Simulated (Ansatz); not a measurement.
# Evanescent states of LiF (Fm-3m, rock salt, 2 atoms a cell, 8.5 Å³ an atom, -5 GPa at this level) along the normal of (111)

All values below come from r2SCAN (plane waves, PAW; Ansatz, an electronic-structure program).

No gap correction and no spin-orbit coupling; mid-gap is the computed energy nearest the middle.

Energies count from the valence-band top; κ is the least over a 12×12 mesh across the current.

```tsv
E (eV)	κ (1/Å)	where
0.21	0.225	Γ
0.65	0.372	Γ
1.07	0.461	Γ
1.50	0.524	Γ
1.94	0.571	Γ
2.37	…	Γ
2.79	…	Γ
3.23	…	Γ
3.65	…	Γ
4.08	…	Γ
4.51	…	Γ
4.95	…	Γ
5.38	…	Γ
5.80	…	Γ
6.24	…	Γ
6.67	…	Γ
7.09	…	Γ
7.53	0.571	Γ
7.96	0.529	Γ
8.38	0.476	Γ
8.81	0.404	Γ
9.24	0.299	Γ
9.68	0.051	Γ
```

Task: Fill in the missing entries.

Result: 
- 2.37, κ (1/Å): 0.607
- 2.79, κ (1/Å): 0.634
- 3.23, κ (1/Å): 0.654
- 3.65, κ (1/Å): 0.669
- 4.08, κ (1/Å): 0.677
- 4.51, κ (1/Å): 0.681
- 4.95, κ (1/Å): 0.681
- 5.38, κ (1/Å): 0.675
- 5.80, κ (1/Å): 0.666
- 6.24, κ (1/Å): 0.651
- 6.67, κ (1/Å): 0.631
- 7.09, κ (1/Å): 0.605
